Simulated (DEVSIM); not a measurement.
System: illuminated Si p-on-n cell, one wavelength, at 300 K.

| layer (left to right) | material | thickness (μm) | Nd (cm⁻³) | Na (cm⁻³) | τn (s) | τp (s) | absorption coefficient (cm⁻¹) |
|---|---|---|---|---|---|---|---|
| 1 | Si | 0.190 | - | 6.1e17 | 7.8e-6 | 1.6e-5 | 160 |
| 2 | Si | 59.0 | 1.2e15 | - | 0.00021 | 0.00021 | 160 |

Left contact: ohmic, minority electron recombination velocity 500 cm/s. Right contact: ohmic, minority hole recombination velocity 2000 cm/s. Voltage is applied to the left contact. Recombination: SRH at mid-gap, radiative, Auger. Light enters at the left, 8.5e16 photons cm⁻² s⁻¹, one pass, no reflection. Mobility is constant in doping.

The device is made up for the run: typed textbook-type constants, with dimensions and the other settings drawn at random. Values at 300 K.

```
parameter           Si
-------------  -------
gap (eV)         1.124
affinity (eV)     4.05
permittivity      11.7
Nc (cm⁻³)      2.86e19
Nv (cm⁻³)       3.1e19
μn (cm²/Vs)       1417
μp (cm²/Vs)        470
B (cm³/s)      4.7e-15
Cn (cm⁶/s)     2.8e-31
Cp (cm⁶/s)     9.9e-32
```

Simulated with DEVSIM: 1D drift-diffusion, Boltzmann statistics, complete ionisation; no tunnelling, impact ionisation, image-force lowering or self-heating.

The minority lifetime in layer 2 was swept, all else fixed.

```tsv
minority lifetime in layer 2 (s)	fill factor	share of generated pairs collected at short circuit	short-circuit current (mA/cm²)	open-circuit voltage (V)
6.3e-6	0.79	0.751	6.26	0.506
2.1e-5	0.80	0.782	6.52	0.510
6.3e-5	0.80	0.793	6.61	0.512
0.00021	0.80	0.797	6.64	0.513
0.00063	0.80	0.798	6.65	0.513
0.0021	0.80	0.798	6.66	0.513
0.0063	0.80	0.799	6.66	0.513
```

From the first row to the last the fill factor goes from 0.79 to 0.80. From the first row to the last the share of generated pairs collected at short circuit goes from 0.751 to 0.799.
